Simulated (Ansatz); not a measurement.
Start from WC (space group P-6m2, No. 187; a = 2.898 Å, c = 2.828 Å).

Levels (all Ansatz, a first-principles code, PAW): PBEsol (420 eV, spin-orbit coupling left out); r2SCAN (500 eV, no SOC).

The geometry is relaxed with PBEsol.

| Property | Value |
|---|---|
| PBEsol pressure | 0.0 GPa |

Q: Predict the pressure from r2SCAN.

A: The pressure goes from zero to 5.1 GPa.

Single points use the geometry relaxed with PBEsol. Their cutoffs differ, which shifts pressures a little. Whether these cells are dynamically stable was not tested. The final runs are not spin-polarised.
